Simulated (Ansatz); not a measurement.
The reference is Ru in the hcp (Mg type) structure (space group P6_3/mmc, No. 194; a = 2.706 Å, c = 4.265 Å; relaxed with 0.1 eV smearing). Axes: x lies along a and z along c of the hexagonal cell.

The values are results of r2SCAN, PAW, 500 eV (Ansatz, an electronic-structure program; scalar-relativistic without spin-orbit coupling), earlier PAW set, not measurements.

For the base:

The shortest interatomic distance comes out as 2.643 Å.

Modification: a pure shear with ε_yz = ε_zy = 0.0156; the atoms relax in the strained cell.

**Question.** Predict the new energy relative to the base, stress and shortest interatomic distance.

**Answer.** The energy goes up by 8.0 meV/atom; the stress (xx, yy, zz, yz, xz, xy; compression positive) amounts to (0.2, 0.2, 0.5, -6.1, 0.0, 0.0) GPa; the shortest interatomic distance shrinks by 0.0377 Å, from 2.643 Å to 2.606 Å.

Whether these cells are dynamically stable was not tested. The final runs are not spin-polarised.
